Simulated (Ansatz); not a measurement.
The starting structures come from a database of crystals and need not be the phases stable at ambient conditions.

Tunnelling through a barrier is set by its complex band structure: the current falls as exp(−2κd) with the smallest κ.

Input:

```xyz
12
Lattice="5.6468 0.0000 0.0000 -2.6265 7.2478 0.0000 0.0000 0.0000 3.9683" Properties=species:S:1:pos:R:3 pbc="T T T"
K      2.8927     3.1515     0.9777
K      0.1276     4.0962     2.9906
K      4.2642     0.4723     2.9618
K     -1.2439     6.7754     1.0065
H      0.4269     1.9247     1.5377
H      2.5934     5.3231     2.4306
H      1.0833     1.6992     3.5218
H      1.9371     5.5486     0.4465
O     -0.3028     2.0830     0.9085
O      3.3231     5.1648     3.0598
O      1.8130     1.5409     2.8927
O      1.2073     5.7069     1.0756
```

Space group of this cell: P2_1/c. The cell is taken as given.

Transport runs along the normal of the first two printed cell vectors.

No gap correction and no spin-orbit coupling; mid-gap values are interpolated between computed energies.

Question: Compute, with PBEsol (Ansatz, a first-principles code), the band gap and the smallest decay constant κ at mid-gap.

Answer: Gap 3.85 eV on a 6×4×8 mesh; κ = 0.380 1/Å, at the zone centre.
